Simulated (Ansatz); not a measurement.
Ansatz (a first-principles code) run on CuO (P6_3/mmc, 4 atoms in the cell): self-consistent single point.

Level of theory: PBE (plane waves, PAW; Ansatz).

The change in words: lattice scaled by 0.985. Reference geometry:
```
CuO
1.0
    2.84124     0.00000     0.00000
   -1.42062     2.46059     0.00000
    0.00000     0.00000     3.96000
Cu O
2 2
Direct
  0.00000   0.00000   0.00000
  0.00000   0.00000   0.50000
  0.33333   0.66667   0.25000
  0.66667   0.33333   0.75000
```

Reference input (self-consistent single point, DFT, PBE, plane waves, default PAW files): basis.ecutwfc = 420 eV; kpoints.mp_grid.grid = 11 11 7; hamiltonian.xc = pbe; hamiltonian.pseudopotentials = {kind: paw}, with the files named one by one; scf.occupations.method = methfessel_paxton; scf.occupations.width = 0.05 eV. This run's input differs from it in these lines:

```diff
@@ -2,5 +2,5 @@
   lattice:
-    - [2.841245, 0.000000, 0.000000]
-    - [-1.420623, 2.460590, 0.000000]
-    - [0.000000, 0.000000, 3.960000]
+    - [2.798626, 0.000000, 0.000000]
+    - [-1.399314, 2.423681, 0.000000]
+    - [0.000000, 0.000000, 3.900600]
   atoms:
```

Output (repeated stretches shortened):

```
SCF iter   1: F=—  HF=-14375.677629 eV  |F-HF|=—  |Δ(HF+E_count)|=         —  Δρ=1.97e-2  dr2=3.65e-2  ethr=1.77e-3  ⟨swp⟩=5.9  Hψ=7018  notcnv=0
all-band conjugate gradients solve this SCF's bands
preconditioner: auto → none
SCF iter   2: F=—  HF=-14375.670066 eV  |F-HF|=—  |Δ(HF+E_count)|=   7.56e-3  S|Δr|=    0.00e0  Δρ=8.31e-3  dr2=6.80e-3  ethr=7.31e-5  ⟨swp⟩=2.0  Hψ=3569  notcnv=0  defer=44
SCF iter   3: F=—  HF=-14375.668850 eV  |F-HF|=—  |Δ(HF+E_count)|=   1.22e-3  S|Δr|=    0.00e0  Δρ=2.87e-3  dr2=8.30e-4  ethr=1.36e-5  ⟨swp⟩=2.6  Hψ=2944  notcnv=0  defer=44
SCF iter   4: F=—  HF=-14375.668745 eV  |F-HF|=—  |Δ(HF+E_count)|=   1.05e-4  S|Δr|=    0.00e0  Δρ=2.35e-4  dr2=5.70e-6  ethr=1.66e-6  ⟨swp⟩=2.7  Hψ=2827  notcnv=0  defer=44
SCF iter   5: F=—  HF=-14375.668740 eV  |F-HF|=—  |Δ(HF+E_count)|=   5.13e-6  S|Δr|=    0.00e0  Δρ=6.04e-5  dr2=3.12e-7  ethr=1.14e-8  ⟨swp⟩=2.1  Hψ=3036  notcnv=0  defer=44
SCF iter   6: F=-14375.668741 eV  HF=-14375.668741 eV  |F-HF|=8.56e-9  |Δ(HF+E_count)|=   3.21e-7  S|Δr|=    0.00e0  Δρ=1.23e-5  dr2=1.22e-8  ethr=2.00e-10  ⟨swp⟩=6.9  Hψ=8603  notcnv=0
SCF 1 converged in 6 iterations: F = -14375.668741 eV  dr2 = 1.22e-8
Stability not checked (fill_not_monotonic)
Free energy (F): -14375.668741 eV
Internal energy: -14375.668792 eV  (E = F + TS)
E sigma→0 (E₀):  -14375.668754 eV
Entropy (-TS):   0.000052 eV (0.013 meV/atom)
Fermi energy:    22.051104 eV
--- Forces (eV/Å), atoms counted from 1 ---
  atom   1  Cu    -0.00000000     0.00000000    -0.00000000
   [... zero for the other atoms too ...]
--- Stress (GPa, compression-positive) ---
      139.681562       0.000000       0.000000
        0.000000     139.681562       0.000000
        0.000000       0.000000     266.891023
  P = ⅓ Tr σ = 182.0847 GPa (1820.847 kbar)
  The stress holds the Pulay correction. Without it, at fixed plane waves, as pw.x and ABINIT print it: P = 181.0455 GPa
```

The run converged in 6 iterations. Against the reference run the free energy rises by 313 meV/atom and the pressure goes from 146.21 to 182.1 GPa.

The starting cell was generated: these elements placed on a structure prototype, without a prior relaxation; it need not be a known phase or ordering of this composition. For this run, on top of that: lattice scaled by 0.985. Spin polarisation is off, so a magnetic state, if there is one, cannot be reached. Ansatz's pressure includes its estimate of the finite-basis (Pulay) stress. Without the estimate this run gives 181.05 GPa. The run gives no clean gap (levels at the Fermi energy touch, overlap or are partly filled at this smearing), which alone does not show that the compound is a metal.

Keys are those of Ansatz 0.2.
